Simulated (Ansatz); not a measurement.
The starting structures come from a database of crystals and need not be the phases stable at ambient conditions.

 Where the default PAW files enter, the runs use the earlier of Ansatz's two default sets.

Inside the gap of an insulator the Bloch states are evanescent, with a wavenumber k + iκ along the transport direction.

```xyz
4
Lattice="3.2232 0.0000 0.0000 -1.6116 2.7914 0.0000 1.6116 0.9305 5.6896" Properties=species:S:1:pos:R:3 pbc="T T T"
Sc     0.0000     1.8609     2.8448
Cu     0.0000     0.0000     0.0000
O      1.6116     0.9305     3.8661
O      1.6116     2.7914     1.8235
```

Space group of this cell: R-3m. The cell is taken as given; by r2SCAN its mean pressure is -1.0 GPa.

Transport runs along the normal of the first two printed cell vectors, the (001) plane of the conventional cell.

The gap is the functional's own, uncorrected, and κ follows it; spin-orbit coupling is left out. Mid-gap values are interpolated between the computed energies.

### Question
State the band gap and the smallest decay constant κ at mid-gap according to r2SCAN in Ansatz (a program for electronic structure).

### Answer
Gap 2.46 eV on a 12×12×12 mesh; κ = 0.334 1/Å, at the zone centre.
